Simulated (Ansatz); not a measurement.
**SiC: response to strain**

Consider SiC (space group P6_3mc, No. 186).

```
CELL_PARAMETERS angstrom
      3.09415     0.00000     0.00000
     -1.54707     2.67961     0.00000
      0.00000     0.00000    10.12926
ATOMIC_POSITIONS crystal
  Si 0.00000 0.00000 0.50031
  Si 0.00000 0.00000 0.00031
  Si 0.33333 0.66667 0.25025
  Si 0.66667 0.33333 0.75025
  C  0.00000 0.00000 0.31285
  C  0.00000 0.00000 0.81285
  C  0.33333 0.66667 0.06221
  C  0.66667 0.33333 0.56221
```

Cartesian axes are those of the cell as printed.

Strains are applied to the cell and any free atomic positions relax.

The values are results of DFT with PBE, PAW potentials and a 420 eV plane-wave cutoff in Ansatz (a program for electronic structure), spin-orbit coupling left out, not measurements.

Notes on the quantities. energy relative to the base: free energy F; pressure: mean of the normal stresses, compression positive.

```tsv
case	energy relative to the base	pressure	band gap
base	0 meV/atom	0.00 GPa	2.22 eV
uniaxial strain ε_zz = −3.00 %	+16 meV/atom	6.90 GPa	2.05 eV
uniaxial strain ε_zz = −2.25 %	(withheld)	(withheld)	(withheld)
uniaxial strain ε_zz = −1.50 %	+4.0 meV/atom	3.31 GPa	2.22 eV
uniaxial strain ε_zz = −0.75 %	+1.0 meV/atom	1.62 GPa	2.25 eV
```

Question: Fill in the withheld entries from the trend.

Answer: 
- uniaxial strain ε_zz = −2.25 %, energy relative to the base: +9.1 meV/atom
- uniaxial strain ε_zz = −2.25 %, pressure: 5.07 GPa
- uniaxial strain ε_zz = −2.25 %, band gap: 2.15 eV

Whether these cells are dynamically stable was not tested.
